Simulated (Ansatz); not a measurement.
The structure below was relaxed with Kohn–Sham DFT with the r2SCAN functional, run in Ansatz (an electronic-structure program) with PAW and 500 eV plane waves, scalar-relativistic without spin-orbit coupling.

Space group P4/nmm, origin choice 1 (No. 129); a = b = 3.9187 Å, c = 6.8394 Å, α = β = γ = 90.00°

```
atom  site  symmetry       x       y       z
----  ----  --------  ------  ------  ------
Ba      2c       4mm  0.0000  0.5000  0.2449
H       2a      -4m2  0.0000  0.0000  0.0000
F       2c       4mm  0.5000  0.0000  0.3616
```

**Question.** Write out a cell with all atoms.

**Answer.** 
```
BaHF
1.0
    3.91873     0.00000     0.00000
    0.00000     3.91873     0.00000
    0.00000     0.00000     6.83941
Ba H F
2 2 2
Cartesian
  1.95937   0.00000   5.16432
  0.00000   1.95937   1.67508
  1.95937   1.95937   0.00000
  0.00000   0.00000   0.00000
  0.00000   1.95937   4.36633
  1.95937   0.00000   2.47307
```
This is the conventional cell.

No phonon test of stability was made. The cell was made from BaHI by this change: I → F; the result is a hypothetical phase, not in the database extracts checked.
